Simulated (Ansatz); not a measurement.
Ansatz (a program for electronic structure) run on Ti2H (P1, 6 atoms in the cell): self-consistent single point.

Computed with PBEsol, PAW files made with PBE (plane waves; Ansatz).

The change in words: lattice scaled by 0.98. Reference geometry:
```xyz
6
Lattice="4.2292 0.0000 0.0000 0.0000 4.2292 0.0000 0.0000 0.0000 4.2292" Properties=species:S:1:pos:R:3 pbc="T T T"
Ti     1.0784     3.1655     1.0752
Ti     3.1622     3.1803     3.1585
Ti     3.1452     1.0776     1.0657
Ti     1.0526     1.0630     3.1617
H      0.0083     0.0099    -0.0168
H      2.1263     2.0768     2.1287
```

Reference input (self-consistent single point, DFT, PBEsol, plane waves, PAW files made with PBE): basis.ecutwfc = 420 eV; kpoints.mp_grid.grid = 5 5 5; hamiltonian.xc = pbesol; hamiltonian.pseudopotentials = {kind: paw} (the program's default PAW files); scf.occupations.method = fermi_dirac; scf.occupations.width = 0.1 eV. This run's input differs from it in these lines:

Ansatz 0.2 input:
```diff
@@ -2,12 +2,12 @@
   lattice:
-    - [4.229200, 0.000000, 0.000000]
-    - [0.000000, 4.229200, 0.000000]
-    - [0.000000, 0.000000, 4.229200]
+    - [4.144616, 0.000000, 0.000000]
+    - [0.000000, 4.144616, 0.000000]
+    - [0.000000, 0.000000, 4.144616]
   atoms:
-    - { symbol: Ti, position_ang: [1.078438, 3.165467, 1.075202] }
-    - { symbol: Ti, position_ang: [3.162219, 3.180337, 3.158544] }
-    - { symbol: Ti, position_ang: [3.145159, 1.077554, 1.065678] }
-    - { symbol: Ti, position_ang: [1.052606, 1.062997, 3.161670] }
-    - { symbol: H, position_ang: [0.008289, 0.009871, -0.016777] }
-    - { symbol: H, position_ang: [2.126294, 2.076770, 2.128687] }
+    - { symbol: Ti, position_ang: [1.056869, 3.102158, 1.053698] }
+    - { symbol: Ti, position_ang: [3.098975, 3.116731, 3.095373] }
+    - { symbol: Ti, position_ang: [3.082256, 1.056003, 1.044364] }
+    - { symbol: Ti, position_ang: [1.031553, 1.041737, 3.098436] }
+    - { symbol: H, position_ang: [0.008123, 0.009674, -0.016442] }
+    - { symbol: H, position_ang: [2.083768, 2.035234, 2.086114] }
 basis:
```

Output, abridged:

```
SCF iter   1: F=—  HF=-9930.346098 eV  |F-HF|=—  |Δ(HF+E_count)|=         —  Δρ=9.14e-2  dr2=5.69e0  ethr=3.10e-3  ⟨swp⟩=4.1  Hψ=6518  notcnv=0
all-band conjugate gradients solve this SCF's bands
preconditioner: auto → Kerker (q_TF=auto, 2.572 Å⁻¹)
SCF iter   2: F=—  HF=-9928.739582 eV  |F-HF|=—  |Δ(HF+E_count)|=    1.61e0  Δρ=3.91e-2  dr2=1.14e0  ethr=3.10e-3  ⟨swp⟩=2.7  Hψ=4177  notcnv=0
   [... lines left out ...]
SCF iter   5: F=—  HF=-9928.334960 eV  |F-HF|=—  |Δ(HF+E_count)|=   1.28e-4  Δρ=3.49e-4  dr2=7.08e-5  ethr=2.01e-6  ⟨swp⟩=2.2  Hψ=2801  notcnv=0
SCF iter   6: F=—  HF=-9928.335048 eV  |F-HF|=—  |Δ(HF+E_count)|=   8.83e-5  Δρ=7.08e-5  dr2=3.11e-6  ethr=1.42e-7  ⟨swp⟩=2.4  Hψ=3710  notcnv=0
SCF iter   7: F=—  HF=-9928.335048 eV  |F-HF|=—  |Δ(HF+E_count)|=   4.86e-7  Δρ=1.56e-5  dr2=1.34e-7  ethr=6.22e-9  ⟨swp⟩=2.0  Hψ=2517  notcnv=0
SCF iter   8: F=-9928.335047 eV  HF=-9928.335047 eV  |F-HF|=7.26e-9  |Δ(HF+E_count)|=   3.93e-8  Δρ=3.81e-6  dr2=1.01e-8  ethr=2.00e-10  ⟨swp⟩=6.0  Hψ=7662  notcnv=0
SCF 1 converged in 8 iterations: F = -9928.335047 eV  dr2 = 1.01e-8
Free energy (F): -9928.335047 eV
Internal energy: -9928.152145 eV  (E = F + TS)
E sigma→0 (E₀):  -9928.243596 eV
Entropy (-TS):   -0.182903 eV (-30.484 meV/atom)
Fermi energy:    13.070101 eV
--- Forces (eV/Å), atoms counted from 1 ---
  atom   1  Ti    -0.34446957     0.24789216    -0.29855642
  atom   2  Ti     0.19378839     0.11046317     0.23869058
  atom   3  Ti     0.53244939    -0.46736859    -0.44101715
  atom   4  Ti    -0.16532415    -0.15878222     0.23622372
  atom   5  H     -0.09305595    -0.07891751     0.23897674
  atom   6  H     -0.12338907     0.34671355     0.02568501
--- Stress (GPa, compression-positive) ---
        4.235022       0.486121      -0.930357
        0.486121       4.181072       0.101282
       -0.930357       0.101282       4.217677
  P = ⅓ Tr σ = 4.2113 GPa (42.113 kbar)
  The stress holds the Pulay correction. Without it, at fixed plane waves, as pw.x and ABINIT print it: P = 4.1457 GPa
```

The run converged in 8 iterations. Against the reference run the free energy stays essentially unchanged (within 1 meV/atom), the pressure goes from -3.43 to 4.21 GPa and the largest force goes from 0.710 to 0.835 eV/Å.

The starting cell comes from a database of computed structures (which also holds hypothetical and non-ambient phases and stackings), without a prior relaxation at this level. Its atoms were displaced at random from the sites of space group no. 224. For this run, on top of that: lattice scaled by 0.98. Spin polarisation is off. With a pressure of about 4 GPa the cell is away from its equilibrium volume at this level. Ansatz's pressure includes its estimate of the finite-basis (Pulay) stress.
